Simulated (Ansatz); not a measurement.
Start from InP in the zinc blende structure (space group F-43m, No. 216; a = 5.907 Å). Axes: x, y, z lie along the cube axes.

Computed with r2SCAN in Ansatz (plane waves to 500 eV, PAW, without spin-orbit coupling).

For the base:

```
Quantity                             Value
---------------------  -------------------
Volume per atom                   25.76 Å³
Valence-band top at Γ  0.00, 0.00, 0.00 eV
```

Now apply this change: biaxial strain +3.00 %, plane normal [001], relaxed out of plane (Cartesian); in-plane vectors clamped, the third vector and the atoms free.

Q: How does this affect the volume per atom and valence-band top at Γ?

A: The volume per atom grows by 0.65 Å³ to 26.41 Å³; the valence-band top at Γ (three highest levels, from the VBM) becomes 0.00, -0.27, -0.27 eV (base: 0.00, 0.00, 0.00 eV).

The levels and masses belong to the bands next to the band gap. Whether these cells are dynamically stable was not tested.

Ansatz is a program for electronic structure.
